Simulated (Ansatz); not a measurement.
**CoPtO₂ (space group R-3m, No. 166; non-magnetic)**

```cif
data_CoO2Pt
_chemical_formula_sum 'Pt1 Co1 O2'
_space_group_name_H-M_alt 'P 1'
_space_group_IT_number 1
_cell_length_a 6.19129
_cell_length_b 6.19129
_cell_length_c 6.19129
_cell_angle_alpha 26.648
_cell_angle_beta 26.648
_cell_angle_gamma 26.648
loop_
_space_group_symop_operation_xyz
  'x, y, z'
loop_
_atom_site_label
_atom_site_type_symbol
_atom_site_fract_x
_atom_site_fract_y
_atom_site_fract_z
_atom_site_occupancy
Pt1 Pt 0.00000 0.00000 0.00000 1
Co1 Co 0.50000 0.50000 0.50000 1
O1 O 0.11235 0.11235 0.11235 1
O2 O 0.88765 0.88765 0.88765 1
```

All numbers come from PBE/PAW in Ansatz (a program for electronic structure), no spin-orbit coupling. k-mesh 17×17×17 (Γ-centred); smearing 0.05 eV (Fermi–Dirac).

- Volume per atom: 10.52 Å³
- Density: 11.28 g/cm³
- Band gap: zero
- Total energy: -4695.609 eV/atom (σ→0; compares only within this code and set-up)

No phonon test of stability was made. Starting moments died away, wholly or in part, for the base; another magnetic solution may exist. No Hubbard U is applied and the magnetic state is the run's own (CoPtO2 non-magnetic); other magnetic orders, which need larger cells, were not tried and can change the gap. All final runs are without spin polarisation. An odd electron count without spin: CoPtO2.
